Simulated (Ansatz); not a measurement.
The starting structures come from a database of crystals and need not be the phases stable at ambient conditions.

 Where the default PAW files enter, the runs use the earlier of Ansatz's two default sets.

By PBEsol, the system below comes out a metal.

```xyz
3
Lattice="4.1433 0.0000 0.0000 -2.0716 3.5882 0.0000 0.0000 0.0000 5.5173" Properties=species:S:1:pos:R:3 pbc="T T T"
Ba     0.0000     0.0000     0.0000
Si     2.0716     1.1961     3.1131
Si     0.0000     2.3921     2.4042
```

Space group of this cell: P-3m1. The cell is strained (all lengths scaled by 1.02); by PBEsol its mean pressure is -4.8 GPa.

The current flows along the normal of the first two printed cell vectors, the (001) plane of the conventional cell. No spin-orbit coupling; the value is a mean over 0.1 eV about the Fermi level.

Question: State the ballistic conductance per area according to PBEsol (Ansatz, a first-principles code).

Answer: 0.25 × 10¹⁵ S/m² for both spins.
